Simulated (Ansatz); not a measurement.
Results of r²SCAN+rVV10 (Ansatz, a first-principles code, plane waves, PAW) for L1₂ (Cu3Au-type) Al₃Sc.

Run with plane-wave cutoff 500 eV, 14×14×14 k mesh, Fermi–Dirac smearing 0.1 eV, scalar-relativistic PAW data made under PBE.

Computed at the level's own relaxed cell.

Question: Give the computed equilibrium volume per atom and equilibrium lattice constant a.

Answer: 
- equilibrium volume per atom = 16.99 Å³/atom
- equilibrium lattice constant a = 4.081 Å

Measured, for comparison: equilibrium volume per atom 17.27 Å³/atom, lattice constant a 4.103 Å (room temperature, not corrected to a static lattice; as tabulated in A Combined Experimental and First-Principles Based Assessment of …). Computed (rounded) less measured: equilibrium volume per atom -1.6 %, lattice constant a -0.5 %. A static lattice is as a rule a little smaller and stiffer than an uncorrected measurement, which narrows the difference in the equilibrium volume per atom, lattice constant a and would widen misses of the other sign.

Cost on a shared machine: roughly 28 core-seconds.
